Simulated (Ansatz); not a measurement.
Ansatz (a quantum-chemistry and plane-wave program) run on Ni2Ge (P3m1, 6 atoms in the cell): self-consistent single point.

Level of theory: PBEsol, default PAW files made with PBE (plane waves; Ansatz).

```
Ni2Ge
1.0
    3.99175     0.00000     0.00000
   -1.99588     3.45696     0.00000
    0.00000     0.00000     5.03895
Ni Ge
4 2
Cartesian
  1.99588   1.15232   1.30974
  0.00000   2.30464   3.77921
  0.00000   0.00000   0.00000
  0.00000   0.00000   2.51948
  1.99588   1.15232   3.77921
  0.00000   2.30464   1.25974
```

Reference input (self-consistent single point, DFT, PBEsol, plane waves, default PAW files made with PBE): basis.ecutwfc = 420 eV; kpoints.mp_grid.grid = 7 7 5; hamiltonian.xc = pbesol; hamiltonian.pseudopotentials = {kind: paw} (the program's default PAW files); scf.occupations.method = fermi_dirac; scf.occupations.width = 0.1 eV. This run's input differs from it in these lines:

Ansatz 0.2 input:
```diff
@@ -14,3 +14,3 @@
 basis:
-  ecutwfc: 420.0 eV
+  ecutwfc: 1010.0 eV
 kpoints:
```

Log, with long lists cut:

```
SCF iter   1: F=—  HF=-31728.977575 eV  |F-HF|=—  |Δ(HF+E_count)|=         —  Δρ=2.34e-2  dr2=2.19e-1  ethr=1.77e-3  ⟨swp⟩=5.5  Hψ=6095  notcnv=0  defer=26
all-band conjugate gradients solve this SCF's bands
preconditioner: auto → Kerker (q_TF=auto, 2.899 Å⁻¹)
SCF iter   2: F=—  HF=-31728.947393 eV  |F-HF|=—  |Δ(HF+E_count)|=   3.02e-2  Δρ=6.23e-3  dr2=1.81e-2  ethr=2.19e-4  ⟨swp⟩=2.4  Hψ=2918  notcnv=0  defer=63
   [... lines left out ...]
SCF iter   5: F=—  HF=-31728.944816 eV  |F-HF|=—  |Δ(HF+E_count)|=   1.37e-4  Δρ=1.95e-4  dr2=1.28e-5  ethr=5.15e-8  ⟨swp⟩=2.0  Hψ=3109  notcnv=0  defer=63
SCF iter   6: F=—  HF=-31728.944807 eV  |F-HF|=—  |Δ(HF+E_count)|=   8.63e-6  Δρ=5.71e-5  dr2=2.22e-6  ethr=1.28e-8  ⟨swp⟩=2.0  Hψ=2386  notcnv=0  defer=63
SCF iter   7: F=—  HF=-31728.944807 eV  |F-HF|=—  |Δ(HF+E_count)|=   1.98e-7  Δρ=2.75e-5  dr2=5.34e-7  ethr=2.22e-9  ⟨swp⟩=2.0  Hψ=2937  notcnv=0  defer=63
SCF iter   8: F=-31728.944807 eV  HF=-31728.944807 eV  |F-HF|=4.76e-8  |Δ(HF+E_count)|=   6.77e-8  Δρ=8.82e-6  dr2=5.04e-8  ethr=1.00e-10  ⟨swp⟩=6.6  Hψ=7865  notcnv=0
SCF 1 converged in 8 iterations: F = -31728.944807 eV  dr2 = 5.04e-8
Free energy (F): -31728.944807 eV
Internal energy: -31728.822515 eV  (E = F + TS)
E sigma→0 (E₀):  -31728.883661 eV
Entropy (-TS):   -0.122292 eV (-20.382 meV/atom)
Fermi energy:    17.893473 eV
--- Forces (eV/Å), atoms counted from 1 ---
  atom   1  Ni     0.00000000     0.00000000    -0.23867382
  atom   2  Ni    -0.00000000    -0.00000000     0.04291256
  atom   3  Ni     0.00000000    -0.00000000     0.05819796
  atom   4  Ni     0.00000000    -0.00000000     0.06229753
  atom   5  Ge    -0.00000000     0.00000000     0.13849499
  atom   6  Ge     0.00000000     0.00000000    -0.06323068
--- Stress (GPa, compression-positive) ---
       -2.815475       0.000000      -0.000000
        0.000000      -2.815475      -0.000000
       -0.000000      -0.000000      -2.510081
  P = ⅓ Tr σ = -2.7137 GPa (-27.137 kbar)
  The stress holds the Pulay correction. Without it, at fixed plane waves, as pw.x and ABINIT print it: P = -2.7149 GPa
```

The run converged in 8 iterations. Against the reference run the free energy falls by 2.3 meV/atom, the pressure moves little (-2.69 to -2.71 GPa) and the largest force stays at 0.239 eV/Å.

The starting cell comes from a database of computed structures (which also holds hypothetical and non-ambient phases and stackings), without a prior relaxation at this level. Its lattice was rescaled by up to half a per cent. One atom was moved a little off its site on purpose. Spin polarisation is off. Ansatz's pressure includes its estimate of the finite-basis (Pulay) stress.

Cost on one core of a shared machine: roughly 40 s.
